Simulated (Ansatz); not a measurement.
## Zr2N2O (C2/m, No. 12, 15 atoms in the cell; start mp-755368)

Computed with HSE06 (Ansatz, an electronic-structure program, PAW).

Run with plane-wave cutoff 460 eV, 6×6×4 k mesh (along the axes of the cell as run), Fermi–Dirac smearing 0.01 eV, scalar-relativistic PAW data made under PBE.

Cell (relaxed with PBEsol):

Space group C2/m (No. 12); a = 13.5573 Å, b = 3.2794 Å, c = 8.1923 Å, α = γ = 90.00°, β = 100.32°

```
atom  site  symmetry       x       y       z
----  ----  --------  ------  ------  ------
Zr      4i         m  0.0314  0.0000  0.8075
Zr      4i         m  0.3703  0.0000  0.5256
Zr      4i         m  0.1944  0.5000  0.1314
N       4i         m  0.4656  0.0000  0.3439
N       4i         m  0.3276  0.5000  0.0338
N       4i         m  0.1267  0.0000  0.2872
O       4i         m  0.2098  0.0000  0.6195
O       2b       2/m  0.0000  0.5000  0.0000
```
(The calculation used a cell of 15 atoms; values per cell refer to that cell.)

```json
{
 "band_gap": "2.89 eV",
 "smallest_direct_gap_on_the_k_points_sampled": "3.15 eV",
 "Γ–Γ gap": "3.34 eV"
}
```

Note: cell and atoms aren't relaxed at this level (pressure 1.4 GPa).

Spin–orbit coupling is not included.

A start named mp-… is a Materials Project structure, which need not be a measured phase.
